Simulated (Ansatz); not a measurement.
Here is the system:

```yaml
crystal:
  lattice:
    - [0.00000, 2.89416, 2.77058]
    - [2.89416, 0.00000, 2.77058]
    - [2.89416, 2.89416, 0.00000]
  atoms:
    - { symbol: Ga, position: [0.00000, 0.00000, 0.00000] }
    - { symbol: As, position: [0.25000, 0.25000, 0.25000] }
```

These are r2SCAN with spin-orbit coupling, rigid bands (plane waves, PAW; Ansatz, an electronic-structure program) values and carry that method's errors. Condition of this run: biaxial stress in (001) of -2.4 GPa (compression positive) (the target of the relaxation). Cell: cell and atoms relaxed with PBEsol, then loaded as said.

### Question
Predict the hole conductivity mass (n e² τ/σ) at 300 K, by direction if it differs.

### Answer
0.36 (x), 0.36 (y), 0.114 (z) mₑ.

### Question
What conductivity effective mass do dilute electrons have at 300 K?

### Answer
0.052 (x), 0.052 (y), 0.043 (z) mₑ.

### Question
And the band gap?

### Answer
0.57 eV at this level; semilocal functionals usually fall short of the measured gap.

Rigid bands, one relaxation time for all states, no polarons. Geometry: cell and atoms relaxed with PBEsol.
